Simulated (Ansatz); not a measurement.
The starting structures come from a database of crystals and need not be the phases stable at ambient conditions.

 Where the default PAW files enter, the runs use the earlier of Ansatz's two default sets.

By PBEsol, the system below comes out a metal.

A figure of merit of an interconnect metal is its ballistic conductance per area.

Input:

```
Cu2Te
1.0
    4.22514     0.00000     0.00000
    0.00000     8.17407     0.00000
    2.11257     0.00000     3.65908
Cu Te
4 2
Direct
  0.66667   0.84737   0.66667
  0.33333   0.15263   0.33333
  0.33333   0.84737   0.33333
  0.66667   0.15263   0.66667
  0.00000   0.71992   0.00000
  0.00000   0.28008   0.00000
```

Space group of this cell: P6/mmm. The cell was relaxed by PBE-D3(BJ); by PBEsol its mean pressure is -0.8 GPa.

The current flows along the normal of the first two printed cell vectors, the (100) plane of the conventional cell. No spin-orbit coupling; the value is a mean over 0.1 eV about the Fermi level.

Predict the ballistic conductance per area from PBEsol in Ansatz (an electronic-structure program).

0.41 × 10¹⁵ S/m² for both spins.
